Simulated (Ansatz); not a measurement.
Start from K in the bcc (W type) structure (space group Im-3m, No. 229).

```xyz
1
Lattice="-2.6721 2.6721 2.6721 2.6721 -2.6721 2.6721 2.6721 2.6721 -2.6721" Properties=species:S:1:pos:R:3 pbc="T T T"
K      0.0000     0.0000     0.0000
```

Calculations: r2SCAN, PAW, 500 eV (Ansatz, a program for electronic structure; no SOC), earlier PAW set.

Base values:

- Lattice parameter a: 5.344 Å

One thing is altered: a hydrostatic pressure of 3 GPa.

### Question
What does the calculation give for the lattice parameter a after the change?

### Answer
The lattice parameter a shrinks by 0.677 Å, from 5.344 Å to 4.667 Å.

Load acts through the strain it causes; cell and atoms are relaxed under it. Stability against distortions was not tested.
